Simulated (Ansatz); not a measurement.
Consider PbSe in the rock salt structure (space group Fm-3m, No. 225).

```
CELL_PARAMETERS angstrom
      0.00000     3.05080     3.05080
      3.05080     0.00000     3.05080
      3.05080     3.05080     0.00000
ATOMIC_POSITIONS crystal
  Pb 0.00000 0.00000 0.00000
  Se 0.50000 0.50000 0.50000
```

Computed with PBEsol/PAW in Ansatz (a quantum-chemistry and plane-wave program), without spin-orbit coupling.

Before the change:

```
Property              Result
-------------------  -------
Lattice parameter a  6.102 Å
```

It is then changed as follows: a hydrostatic pressure of 30 GPa.

### Question
Predict the new lattice parameter a.

### Answer
The lattice parameter a shrinks by 0.571 Å (6.102 Å → 5.531 Å).

Load acts through the strain it causes; cell and atoms are relaxed under it. Whether these cells are dynamically stable was not tested. Competing high-pressure phases were not computed.
